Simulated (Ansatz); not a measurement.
The parent structure is BeS in the zinc blende structure (space group F-43m, No. 216).

```yaml
crystal:
  lattice:
    - [0.00000, 2.43428, 2.43428]
    - [2.43428, 0.00000, 2.43428]
    - [2.43428, 2.43428, 0.00000]
  atoms:
    - { symbol: S, position: [0.75000, 0.75000, 0.75000] }
    - { symbol: Be, position: [0.00000, 0.00000, 0.00000] }
```

All numbers come from r2SCAN (Ansatz, a quantum-chemistry and plane-wave program), no spin-orbit coupling.

Base values:

Gap between the host's bands: 3.59 eV
Gap character: indirect, Γ → X

Modification: 0.0144 electrons added to each cell, a density of 5.0×10^20 cm⁻³, with a uniform compensating background at fixed cell and a 300 K Fermi–Dirac width.

Problem. What happens to the gap between the host's bands?

Solution. The gap between the host's bands is nearly the same (3.59 eV against 3.58 eV).

Problem. Estimate the effect on the Fermi level from band edge.

Solution. The Fermi level relative to the doped band's edge (positive inside the band; to 0.05 eV) amounts to +0.25 eV.

Problem. How does this affect the gap character?

Solution. The gap character remains indirect, Γ → X.

Carriers are added with a uniform compensating background; total energy and stress of such cells depend on the potential's zero and are not compared; many-body gap narrowing is missing at this level. Stability against distortions was not tested.
